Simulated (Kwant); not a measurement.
System: wire with a side stub in a In0.53Ga0.47As two-dimensional gas. Effective mass 0.041 mₑ, grid spacing 5 nm, hard walls, nominal width 150 nm (29 grid rows, so walls 150 nm apart), one parabolic valley, scattering region 450 nm long along x; energies count from the band bottom; Fermi energy swept from 0.0003261 to 0.0038724 eV. Closed stub on one side, 130 nm wide and 120 nm deep.

Constants are typed, rounded textbook-type inputs, not results; the design itself was drawn at random and stands for no fabricated device.

Model: effective-mass tight-binding model on a square grid, one spin, coherent transport at 0 K (Kwant). Conductance is in e²/h.

Task: How many channels do the leads carry at E = 1.94, 2.41 meV?

Result: The hard-wall thresholds are n² ħ²π²/(2mW²) = n² × 0.408 meV with W = 150 nm. √(1.94/0.408) = 2.18, so 2. √(2.41/0.408) = 2.43, so 2.
